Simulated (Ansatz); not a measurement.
S_O in bixbyite In2O3 (start: the O site; 80-site cell, 2×2×2 Γ-centred sampling). Calculation: PBE, PAW (plane waves to 420 eV; Ansatz, a quantum-chemistry and plane-wave program). Total energies of the localised charge states, counted from that of charge +1, and their image corrections (point charge with alignment); the host's valence-band maximum lies at 8.057 eV on the cells' energy zero and its gap is 0.94 eV.

```csv
charge,moment (μB),E − E(first) (eV),correction (eV)
+1,1.0,0.000,0.257
0,not spin-polarised,8.612,0.000
```

Question: Derive the transition levels above the valence-band maximum and say which of them are thermodynamic.

Answer: A level is the Fermi energy at which two charges have equal formation energy: ε(q/q′) = [E(q′) + corr(q′) − E(q) − corr(q)] / (q − q′) − E_VBM.
ε(+1/0) = [(8.612 + 0.000) − (0.000 + 0.257)] / 1 − 8.057 = 0.30 eV
Thermodynamic levels at least 0.1 eV inside the gap: (+1/0) at 0.30 eV. They hold to tenths of an eV in this cell. Charges with a result: +1, 0, −1. Others weren't obtained, and one of them could lie lower, also by skipping a charge. At charge −1 the carrier sat in host band states, shallow at most. Flagged in the runs: a doubtful potential alignment, a host whose relaxation on this sampling wasn't shown to rest, a strain field that reaches the edge of the cell, host ions not shown at rest.
